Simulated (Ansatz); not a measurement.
**hypothetical NiAs type TlCl with two functionals, tensor shear ε_xz = −0.74 %**

Base system: TlCl in the NiAs type structure (space group P6_3/mmc, No. 194; a = 4.5014 Å, c = 7.9195 Å; a hypothetical phase, not in the database extracts checked). Axes: x lies along a and z along c of the hexagonal cell.

(Cell as relaxed with PBE.)

Levels (all Ansatz, an electronic-structure program, PAW): PBE (420 eV, scalar-relativistic without spin-orbit coupling); PBEsol (420 eV, spin-orbit coupling left out).

Each level relaxes its own structure.

```json
[
 {"base": "volume per atom", "PBE": "34.74 Å³", "PBEsol": "31.60 Å³"},
 {"base": "lattice parameter a", "PBE": "4.501 Å", "PBEsol": "4.347 Å"},
 {"base": "band gap", "PBE": "2.20 eV", "PBEsol": "1.77 eV"}
]
```

Perturbation: tensor shear ε_xz = −0.74 % (engineering shear γ = -0.0148); the atoms relax in the strained cell.

| quantity | PBE | PBEsol |
|---|---|---|
| band gap | 2.20 eV | 1.77 eV |
| hole mass | 0.29 mₑ along z, 0.66 mₑ across (at Γ) | 0.21 mₑ along z, 0.58 mₑ across (at Γ) |
| stress (xx, yy, zz, yz, xz, xy; compression positive) | (0.01, 0.00, 0.01, 0.00, 0.13, 0.00) GPa | (0.01, 0.00, 0.01, 0.00, 0.20, 0.00) GPa |

PBE's band gap lies 0.43 eV above PBEsol's. Neither level is exact; PBEsol is the comparison here, not a measurement.

Spin-orbit coupling, missing from the scalar runs, can matter with Tl. Masses are band curvatures over ±0.01 Å⁻¹ around the edge. Whether these cells are dynamically stable was not tested.
